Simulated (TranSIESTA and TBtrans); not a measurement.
Run with TranSIESTA and TBtrans (open boundaries, self-consistent; PseudoDojo norm-conserving potentials, scalar-relativistic): PAO.BasisSize DZP, PAO.EnergyShift 0.15 eV, XC.Authors PBE, Mesh.Cutoff 200 Ry, ElectronicTemperature 300 K, TS.Voltage 0.0 eV, TBT.Elecs.Eta 0.001 eV, no spin polarisation.

System: Sn chain with one S atom inserted. Leads: straight Sn chain, spacing 2.612 Å. Geometry: 3 atoms about the centre moved by SIESTA (PBE, DZP) to a largest force of 0.02 eV/Å, all others as built, motion along the axis alone.

**Question.** Give the largest eigenchannel transmissions at the Fermi level (four at most) and the total.

**Answer.** 0.81, 0.73, 0.73; total 2.28. The straight chain is held at its spacing; free chains may zigzag or dimerise. No spin-polarised start was tried, so a magnetic state, if there is one, is missed.
